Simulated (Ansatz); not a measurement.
Reference: PbTe (Fm-3m), PBEsol, rigid bands (plane waves, PAW, scalar-relativistic; Ansatz, a first-principles code); axes and stresses refer to this cell.

```
PbTe
1.0
    0.00000     3.22151     3.22151
    3.22151     0.00000     3.22151
    3.22151     3.22151     0.00000
Te Pb
1 1
Direct
  0.00000   0.00000   0.00000
  0.50000   0.50000   0.50000
```

- Seebeck coefficient, p-type 1e19 cm⁻³: 228 μV/K
- band gap: 0.65 eV
- electron conductivity mass: 0.155 mₑ

Change: functional r2SCAN on the same cell. What happens to Seebeck coefficient, p-type 1e19 cm⁻³, band gap, electron conductivity mass?

Seebeck coefficient, p-type 1e19 cm⁻³ falls to 203 μV/K; band gap rises to 1.00 eV; electron conductivity mass grows to 0.190 mₑ.

Masses are for dilute carriers at 300 K, harmonic means over directions unless an axis is named. Seebeck coefficients are for the stated density at 300 K, with one relaxation time for all states and whether or not that doping can be reached. Spin-orbit coupling is left out unless a row names it; without it the gap and masses of crystals with these elements can be far off.
